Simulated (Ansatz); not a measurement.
Base system: Si in the diamond structure (space group Fd-3m, No. 227; a = 5.434 Å). Axes: x, y, z lie along the cube axes.

The values are results of Ansatz (a program for electronic structure) PBEsol, no spin-orbit coupling, not measurements.

For the base:

```
Property                                     Value
-----------------------------  -------------------
Valence-band top at Γ          0.00, 0.00, 0.00 eV
Shortest interatomic distance              2.353 Å
Smallest direct gap                        2.52 eV
```

Perturbation: uniaxial stress, 5 GPa tension along x, with the cell and atoms free to relax against it.

Predict the new valence-band top at Γ, shortest interatomic distance, energy relative to the base and smallest direct gap.

The valence-band top at Γ (three highest levels, from the VBM) goes from 0.00, 0.00, 0.00 eV to 0.00, 0.00, -0.36 eV; the shortest interatomic distance grows by 0.015 Å to 2.368 Å; the energy grows by 12 meV/atom; the smallest direct gap drops by 0.27 eV (2.52 eV → 2.25 eV).

Load acts through the strain it causes; cell and atoms are relaxed under it. Beyond what the load breaks, stability against distortions was not tested. The zero or small gap of Si under uniaxial stress, 5 GPa tension along x can change with the level of theory.
